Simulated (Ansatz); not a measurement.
The starting structures come from a database of crystals and need not be the phases stable at ambient conditions.

 Where the default PAW files enter, the runs use the earlier of Ansatz's two default sets.

The decay constant κ of evanescent states in the gap governs leakage through a thin film.

Input:

```
CELL_PARAMETERS angstrom
      4.72422     0.00000     0.00000
      0.00000     4.94697     0.00000
      0.00000     0.00000     8.51116
ATOMIC_POSITIONS crystal
  Sr 0.10904 0.75000 0.85342
  Sr 0.89096 0.25000 0.14658
  Sr 0.60904 0.25000 0.64658
  Sr 0.39096 0.75000 0.35342
  O  0.46557 0.75000 0.64463
  O  0.53443 0.25000 0.35537
  O  0.96557 0.25000 0.85537
  O  0.03443 0.75000 0.14463
  O  0.77713 0.75000 0.60450
  O  0.22287 0.25000 0.39550
  O  0.27713 0.25000 0.89550
  O  0.72287 0.75000 0.10450
```

Space group of this cell: Pnma. The cell is taken as given; by r2SCAN its mean pressure is -3.1 GPa.

Transport runs along the normal of the first two printed cell vectors.

The gap is the functional's own. No spin-orbit coupling. Mid-gap values are interpolated on the energy grid.

Q: State the band gap and the smallest decay constant κ at mid-gap according to r2SCAN run with Ansatz (a first-principles code).

A: Gap 3.37 eV on a 6×6×4 mesh; κ = 0.483 1/Å, at (0.333, 0.000) of the in-plane reciprocal vectors. At the zone centre, at the nearest computed energy, the slowest state has κ = 0.59 1/Å.
